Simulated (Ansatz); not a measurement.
Functionals compared on Cl on the 1x1 (111) surface of fcc Ag, one in a 2x2 cell, started at the site 'hollow Ag-Ag-Ag over Ag at depth 2.4 Å', in Ansatz (plane waves, PAW). The structure was relaxed with PBE; the other rows are single points on it, each with its references at the same level. Cutoff 420 eV (500 eV for r2SCAN).

Model: 17-atom slab, 7.1 Å thick at the start under the adsorbate (thin: gaps and levels are the slab's own), 6x6x1 mesh, Fermi-Dirac 0.1 eV, dipole correction, 8 atoms held, the rest relaxed; symmetry of the start imposed; no spin, no spin-orbit, no U, no dispersion correction. At the end it is bonded to 3 Ag. In PBE it is, or lies within 0.03 eV of, the lowest of the starts that converged. These notes are the PBE run's. Adsorption energies are against ½ Cl2(g). A negative adsorption energy means that the adsorbate is more stable on the surface than in its reference.

```csv
functional,adsorption energy (eV),work function of the top face (eV),change of the work function (eV),rough cost of the single point
PBE,-1.49,5.61,1.16,–
RPBE,-1.30,5.47,1.23,roughly 70 core-seconds
r2SCAN,…,…,…,very roughly 2.7 core-minutes
```

Problem. Fill in the missing entries.

Solution. 
- r2SCAN, adsorption energy (eV): -1.87
- r2SCAN, work function of the top face (eV): 5.66
- r2SCAN, change of the work function (eV): 1.26

Ansatz is a first-principles code.
